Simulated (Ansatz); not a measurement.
**Pressure series in CuI**

Consider CuI in the zinc blende structure (space group F-43m, No. 216).

```xyz
2
Lattice="0.0000 3.0397 3.0397 3.0397 0.0000 3.0397 3.0397 3.0397 0.0000" Properties=species:S:1:pos:R:3 pbc="T T T"
Cu     0.0000     0.0000     0.0000
I      1.5198     1.5198     1.5198
```

Cell and atoms are relaxed at each pressure.

All numbers come from PBE (Ansatz, a program for electronic structure; PAW; 420 eV plane waves; spin-orbit coupling left out).

Notes on the quantities. hole mass: degenerate bands, along [100].

| change | width of the top valence band | hole mass | shortest interatomic distance |
|---|---|---|---|
| base | 1.47 eV | 0.22, 0.75, 0.75 mₑ (at Γ) | 4.975 bohr |
| pressure −2 GPa | 1.28 eV | … | 5.075 bohr |
| pressure −1 GPa | 1.38 eV | 0.22, 0.79, 0.79 mₑ (at Γ) | 5.020 bohr |
| pressure 0.9 GPa | 1.54 eV | 0.22, 0.71, 0.71 mₑ (at Γ) | 4.938 bohr |
| pressure 2.1 GPa | 1.64 eV | … | 4.896 bohr |
| pressure 4.5 GPa | 1.81 eV | 0.22, 0.62, 0.62 mₑ (at Γ) | 4.825 bohr |
| pressure 9 GPa | 2.08 eV | 0.22, 0.54, 0.54 mₑ (at Γ) | … |
| pressure 15 GPa | 2.38 eV | 0.22, 0.48, 0.48 mₑ (at Γ) | 4.626 bohr |
| pressure 22.5 GPa | 2.71 eV | 0.22, 0.42, 0.42 mₑ (at Γ) | 4.533 bohr |
| pressure 30 GPa | 3.00 eV | 0.22, 0.37, 0.37 mₑ (at Γ) | 4.459 bohr |

Fill in the withheld entries from the trend.


- pressure −2 GPa, hole mass: 0.22, 0.85, 0.85 mₑ (at Γ)
- pressure 2.1 GPa, hole mass: 0.22, 0.67, 0.67 mₑ (at Γ)
- pressure 9 GPa, shortest interatomic distance: 4.725 bohr

With I present, leaving out spin-orbit coupling can change the band edges. The levels and masses belong to the bands next to the band gap. Load acts through the strain it causes; cell and atoms are relaxed under it. Effective masses come from finite differences of ±0.01 Å⁻¹. Whether these cells are dynamically stable was not tested. Tetrahedral semiconductors of this kind turn to denser phases somewhere between about 1 and 50 GPa; those were not computed, so compressed cells here can lie past the real transition. All final runs are without spin polarisation.
